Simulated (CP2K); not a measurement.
## CP2K run on Li2Pd (P6/mmm, 3 atoms in the cell): self-consistent single point

Method: PBEsol, GPW, DZVP-MOLOPT-SR-GTH basis, GTH-PBE potentials (GTH_POTENTIALS) in CP2K.

This input was run:

```
&GLOBAL
  PROJECT calc
  RUN_TYPE ENERGY_FORCE
  PRINT_LEVEL MEDIUM
&END GLOBAL
&FORCE_EVAL
  METHOD Quickstep
  STRESS_TENSOR ANALYTICAL
  &DFT
    BASIS_SET_FILE_NAME BASIS_MOLOPT
    POTENTIAL_FILE_NAME GTH_POTENTIALS
    &QS
      METHOD GPW
      EPS_DEFAULT 1E-10
    &END QS
    &MGRID
      CUTOFF 500
      REL_CUTOFF 50
      NGRIDS 5
    &END MGRID
    &SCF
      SCF_GUESS ATOMIC
      EPS_SCF 1E-6
      MAX_SCF 100
      ADDED_MOS 5
      &DIAGONALIZATION
        ALGORITHM STANDARD
      &END DIAGONALIZATION
      &MIXING
        METHOD BROYDEN_MIXING
        ALPHA 0.2
        NBUFFER 8
      &END MIXING
      &SMEAR ON
        METHOD FERMI_DIRAC
        ELECTRONIC_TEMPERATURE [K] 1160.45
      &END SMEAR
    &END SCF
    &KPOINTS
      SCHEME MONKHORST-PACK 9 9 12
      GAMMA_CENTERED T
    &END KPOINTS
    &XC
      &XC_FUNCTIONAL
        &PBE
          PARAMETRIZATION PBESOL
        &END PBE
      &END XC_FUNCTIONAL
    &END XC
    &PRINT
      &MO
        EIGENVALUES T
        OCCUPATION_NUMBERS T
        NDIGITS 8
        FILENAME mo
        &EACH
          QS_SCF 0
        &END EACH
        ADD_LAST NUMERIC
      &END MO
      &MULLIKEN ON
      &END MULLIKEN
    &END PRINT
  &END DFT
  &SUBSYS
    &CELL
      A 4.20512000 0.00000000 0.00000000
      B -2.10256000 3.64174100 0.00000000
      C 0.00000000 0.00000000 2.67986000
      PERIODIC XYZ
    &END CELL
    &COORD
      SCALED
      Li       0.33333300     0.66666700     0.50000000
      Li       0.66666700     0.33333300     0.50000000
      Pd       0.00000000     0.00000000     0.00000000
    &END COORD
    &KIND Li
      BASIS_SET DZVP-MOLOPT-SR-GTH
      POTENTIAL GTH-PBE-q3
    &END KIND
    &KIND Pd
      BASIS_SET DZVP-MOLOPT-SR-GTH
      POTENTIAL GTH-PBE-q18
    &END KIND
  &END SUBSYS
  &PRINT
    &FORCES ON
    &END FORCES
    &STRESS_TENSOR ON
    &END STRESS_TENSOR
  &END PRINT
&END FORCE_EVAL
```

Log, with long lists cut:

```
 GLOBAL| Method name                                                        CP2K
 GLOBAL| Project name                                                       calc
 GLOBAL| Run type                                                   ENERGY_FORCE

 CELL| Volume [angstrom^3]:                                            41.039263
 CELL| Vector a [angstrom]:       4.205     0.000     0.000   |a| =     4.205120
 CELL| Vector b [angstrom]:      -2.103     3.642     0.000   |b| =     4.205120
 CELL| Vector c [angstrom]:       0.000     0.000     2.680   |c| =     2.679860
 CELL| Angle (b,c), alpha [degree]:                                    90.000000
 CELL| Angle (a,c), beta  [degree]:                                    90.000000
 CELL| Angle (a,b), gamma [degree]:                                   119.999998
 CELL| Numerically orthorhombic:                                              NO
 CELL| Periodicity                                                           XYZ

 DFT| Spin restricted Kohn-Sham (RKS) calculation                            RKS
 DFT| Multiplicity                                                             1
 DFT| Number of spin states                                                    1
 DFT| Charge                                                                   0
 DFT| XC density smoothing                                                  NONE
 DFT| XC derivatives                                                          PW

 QS| Method:                                                                 GPW
 QS| Density plane wave grid type                        NON-SPHERICAL FULLSPACE
 QS| Number of grid levels:                                                    5
 QS| Density cutoff [a.u.]:                                                250.0
 QS| Multi grid cutoff [a.u.]: 1) grid level                               250.0
   [... lines left out ...]
 BRILLOUIN| Wavefunction type                                            COMPLEX
 BRILLOUIN| List of Kpoints [2 Pi/Bohr]                                      487
 BRILLOUIN| Number           Weight            X              Y              Z
 BRILLOUIN|     1           0.00206       -0.44444       -0.44444       -0.41667
 BRILLOUIN|     2           0.00206       -0.44444       -0.44444       -0.33333
 BRILLOUIN|     3           0.00206       -0.44444       -0.44444       -0.25000
   [... 484 lines left out ...]
 *******************************************************************************

 Extrapolation method: initial_guess

 Re-scaling the density matrix to get the right number of electrons
                  # Electrons              Trace(P)               Scaling factor
                           24                24.000                        1.000

 Number of electrons:                                                         24
 Number of occupied orbitals:                                                 12
 Number of molecular orbitals:                                                17

 Number of orbital functions:                                                 37
 Number of independent orbital functions:                                     37
 SCF WAVEFUNCTION OPTIMIZATION

  Step     Update method      Time    Convergence         Total energy    Change
     1 NoMix/Diag. 0.20E+00      -     0.72399475      -142.4618221482 -1.42E+02
     2 Broy./Diag. 0.20E+00      -     0.96267840      -147.9207257343 -5.46E+00
     3 Broy./Diag. 0.20E+00      -     0.01003153      -141.7978088551  6.12E+00
     4 Broy./Diag. 0.20E+00      -     0.03423010      -141.9739386145 -1.76E-01
     5 Broy./Diag. 0.20E+00      -     0.00726098      -142.0627452170 -8.88E-02
     6 Broy./Diag. 0.20E+00      -     0.00145866      -141.9729087188  8.98E-02
     7 Broy./Diag. 0.20E+00      -     0.00135433      -141.9663452982  6.56E-03
     8 Broy./Diag. 0.20E+00      -     0.00012030      -141.9782006953 -1.19E-02
     9 Broy./Diag. 0.20E+00      -     0.00003940      -141.9786740282 -4.73E-04
    10 Broy./Diag. 0.20E+00      -     0.00000507      -141.9783454607  3.29E-04
    11 Broy./Diag. 0.20E+00      -     0.00001643      -141.9782712561  7.42E-05
    12 Broy./Diag. 0.20E+00      -     0.00000029      -141.9782476508  2.36E-05
  *** SCF run converged in    12 steps ***

  Electronic density on regular grids:        -23.9999999998        0.0000000002
  Core density on regular grids:               23.9999999982       -0.0000000018
  Total charge density on r-space grids:       -0.0000000015
  Total charge density g-space grids:          -0.0000000015

  Overlap energy of the core charge distribution:               0.00000000000000
  Self energy of the core charge distribution:               -235.61795473893801
  Core Hamiltonian energy:                                     53.32964687362085
  Hartree energy:                                              56.38911716600499
  Exchange-correlation energy:                                -16.07798966724738
  Electronic entropic energy:                                  -0.00106728418933
  Fermi energy:                                                 0.23077509128280

  Total energy:                                              -141.97824765079145
  Total energy (extrapolated to T->0):                       -141.97771400869678

                     Mulliken Population Analysis

 #  Atom  Element  Kind  Atomic population                           Net charge
       1     Li       1          2.720461                              0.279539
       2     Li       1          2.720461                              0.279539
       3     Pd       2         18.559078                             -0.559078
 # Total charge                             24.000000                 -0.000000

 ENERGY| Total FORCE_EVAL ( QS ) energy [hartree]           -141.978250273511804

 FORCES| Atomic forces [hartree/bohr]
 FORCES|   Atom     x               y               z               |f|
 FORCES|      1  2.56768976E-07 -1.45395217E-07 -1.04239516E-15   2.95076390E-07
 FORCES|      2 -2.56768980E-07  1.45444690E-07 -5.97042569E-16   2.95100775E-07
 FORCES|      3 -1.80994611E-14 -5.00266747E-11 -2.26144309E-14   5.00266831E-11
 FORCES| Sum    -2.25107739E-14 -5.53277624E-13 -2.42538686E-14
 FORCES| Total atomic force                                       5.54266285E-13

 STRESS| Analytical stress tensor [bar]
 STRESS|                        x                   y                   z
 STRESS|      x        7.26823773119E+03  -2.85615461980E-01   1.04008397340E-09
 STRESS|      y       -2.85615461980E-01   7.26786728135E+03  -1.15160015699E-08
 STRESS|      z        1.04008397340E-09  -1.15160015699E-08   2.62941346486E+03
 STRESS| 1/3 Trace                                             5.72183949247E+03
```

The run converged in 12 iterations.

The starting cell comes from a database of computed structures (which also holds hypothetical and non-ambient phases and stackings), without a prior relaxation at this level. Spin polarisation is off. Values carry the incompleteness of an atom-centred basis. The potentials were made for another functional than the one used.

Cost on one core of a shared machine: roughly 60 s.
